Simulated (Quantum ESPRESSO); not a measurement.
**Parameter sweep on Zn2SeS (P1, 4 atoms in the cell)**

```
Zn2SeS
1.0
    3.90929     0.00000     0.00000
    0.00000     3.90929     0.00000
    0.00000     0.00000     5.52212
Zn Se S
2 1 1
Direct
  0.52677   0.01772   0.76874
  0.99202   0.50696   0.23474
  0.99728   0.99104   0.48722
  0.48392   0.48428   0.00931
```

Base run A: LDA (PZ), PSlibrary ultrasoft (LDA) pseudopotentials (Quantum ESPRESSO 7.5), self-consistent single point.

Its settings: ecutwfc = 50 Ry; ecutrho = 300 Ry; occupations = fixed; K_POINTS = automatic 5 5 3 0 0 0; nbnd = 22; conv_thr = 1e-10 Ry; mixing_beta = 0.4.

The starting cell comes from a database of computed structures (which also holds hypothetical and non-ambient phases and stackings), without a prior relaxation at this level. Its atoms were displaced at random from the sites of space group no. 115. In the base run, with a pressure of about -4 GPa the cell is away from its equilibrium volume at this level.

A dash stands where there is no value to compare (another energy zero or no entropy term, no result, no spin, no clean gap, or a mesh too coarse for one). 

Runs:
- B: HUBBARD: default → atomic; U Zn-3d 1 eV [LDA (PZ)+U]
- C: HUBBARD: default → atomic; U Zn-3d 2 eV [LDA (PZ)+U]
- D: HUBBARD: default → atomic; U Zn-3d 3 eV [LDA (PZ)+U]
- E: HUBBARD: default → atomic; U Zn-3d 4 eV [LDA (PZ)+U]
- F: HUBBARD: default → atomic; U Zn-3d 5 eV [LDA (PZ)+U]
- G: HUBBARD: default → atomic; U Zn-3d 6 eV [LDA (PZ)+U]
- H: HUBBARD: default → atomic; U Zn-3d 7 eV [LDA (PZ)+U]
- I: HUBBARD: default → atomic; U Zn-3d 8 eV [LDA (PZ)+U]

```
run  pressure (GPa)  largest force (eV/Å)  gap on the mesh (eV)  Hubbard energy (eV/atom)
---  --------------  --------------------  --------------------  ------------------------
A             -3.66                 0.912                 1.248                         –
B             -3.43                 0.916                 1.265                     0.005
C             -3.20                 0.920                 1.280                     0.009
D             -2.97                 0.923                 1.293                     0.013
E             -2.75                 0.927                 1.305                     0.016
F             -2.54                 0.930                 1.316                     0.018
G             -2.33                 0.933                 1.327                     0.021
H             -2.12                 0.936                 1.336                     0.023
I             -1.91                 0.939                 1.345                     0.025
```

Run I against A: The pressure goes from -3.66 to -1.91 GPa, the largest force goes from 0.912 to 0.939 eV/Å and the gap on the mesh goes from 1.248 to 1.345 eV.

Run B against A: The pressure goes from -3.66 to -3.43 GPa, the largest force hardly changes (0.912 to 0.916 eV/Å) and the gap on the mesh goes from 1.248 to 1.265 eV.
